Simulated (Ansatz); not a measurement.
Input:

```yaml
crystal:
  lattice:
    - [4.08418, 0.00000, 0.00000]
    - [2.04209, 3.53700, 0.00000]
    - [2.04209, -1.17900, 3.38826]
  atoms:
    - { symbol: Cd, position: [0.99762, 0.00119, 0.00358] }
    - { symbol: S, position: [0.50238, 0.24881, 0.74642] }
```

No spin polarisation.

All numbers come from PBEsol in Ansatz (plane waves to 420 eV, PAW, scalar-relativistic without spin-orbit coupling). Γ-centred 10×10×10 mesh, Fermi–Dirac width 0.05 eV.

**Question.** Predict the in-plane stress, band gap, gap character and space group.

**Answer.** 
- Mean in-plane stress (compression positive): +0.8 GPa
- Band gap: 1.01 eV
- Gap character: direct at Γ
- Space group: R3m (No. 160)

The cells carry an imposed strain or load. Stability against distortions was not tested. The cell was made from CdS in the zinc blende structure (space group F-43m, No. 216) by this change: biaxial strain −0.83 %, plane normal [111], relaxed out of plane.

Ansatz is a first-principles code.
